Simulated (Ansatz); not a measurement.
Pressure series in TaAs

Base system: TaAs (space group I4_1md, No. 109).

```
CELL_PARAMETERS angstrom
     -1.73159     1.73159     5.86738
      1.73159    -1.73159     5.86738
      1.73159     1.73159    -5.86738
ATOMIC_POSITIONS crystal
  Ta 0.99912 0.99912 0.00000
  Ta 0.74912 0.24912 0.50000
  As 0.41688 0.41688 0.00000
  As 0.16688 0.66688 0.50000
```

Cell and atoms are relaxed at each pressure.

The values are results of PBE/PAW in Ansatz (a quantum-chemistry and plane-wave program), no spin-orbit coupling, earlier PAW set, not measurements.

Candidates:
(a) pressure 9 GPa
(b) pressure −2 GPa
(c) pressure 30 GPa
(d) pressure 0.9 GPa
(e) pressure 15 GPa

For the base:

```
Quantity   Value
---------  -----
c/a ratio  3.388
```

### Question
Order them by c/a ratio, highest first.

### Answer
(b) pressure −2 GPa (3.395), (d) pressure 0.9 GPa (3.385), (a) pressure 9 GPa (3.359), (e) pressure 15 GPa (3.342), (c) pressure 30 GPa (3.302)

Load acts through the strain it causes; cell and atoms are relaxed under it. No phonon test of stability was made. No other phases were tried under pressure. All final runs are without spin polarisation.
